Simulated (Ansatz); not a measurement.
## Cs2AgBiF6 (space group Fm-3m, No. 225; a cell from a computed database, its experimental status unchecked)

```cif
data_Ag4Bi4Cs8F24
_chemical_formula_sum 'Cs8 Ag4 Bi4 F24'
_space_group_name_H-M_alt 'Fm-3m'
_space_group_IT_number 225
_space_group_name_Hall '-F 4 2 3'
_cell_length_a 9.35916
_cell_length_b 9.35916
_cell_length_c 9.35916
_cell_angle_alpha 90.000
_cell_angle_beta 90.000
_cell_angle_gamma 90.000
loop_
_atom_site_label
_atom_site_type_symbol
_atom_site_symmetry_multiplicity
_atom_site_Wyckoff_symbol
_atom_site_fract_x
_atom_site_fract_y
_atom_site_fract_z
_atom_site_occupancy
Cs1 Cs 8 c 0.25000 0.25000 0.25000 1
Ag1 Ag 4 b 0.50000 0.50000 0.50000 1
Bi1 Bi 4 a 0.00000 0.00000 0.00000 1
F1 F 24 e 0.00000 0.00000 0.24116 1
```
(The calculation used a cell of 10 atoms; values per cell refer to that cell.)

All numbers come from Ansatz (a first-principles code), r2SCAN, PAW, cutoff 500 eV, spin-orbit coupling left out. Settings: 6×6×6 k-points, 0.05 eV Fermi–Dirac smearing.

| Property | Value |
|---|---|
| Volume per atom | 20.50 Å³ |
| Density | 5.64 g/cm³ |
| Band gap | 3.19 eV, indirect, X → L |
| Electron mass | 1.5 mₑ along k, 0.58 mₑ across |
| Hole mass | 0.45 mₑ along k, 1.4 mₑ across |
| Lowest conduction-band minima above the VBM | L along ⟨111⟩ 3.19 eV; a point along ⟨110⟩, about 0.4 Å⁻¹ from Γ 3.44 eV; a point along ⟨100⟩, about 0.3 Å⁻¹ from Γ 3.58 eV |
| Total energy | -3625.280 eV/atom (σ→0; compares only within this code and set-up) |

Spin-orbit coupling, missing from the scalar runs, can matter with Bi. Effective masses come from finite differences of ±0.01 Å⁻¹. Along k means along the line from Γ to the band edge. Stability against distortions was not tested.
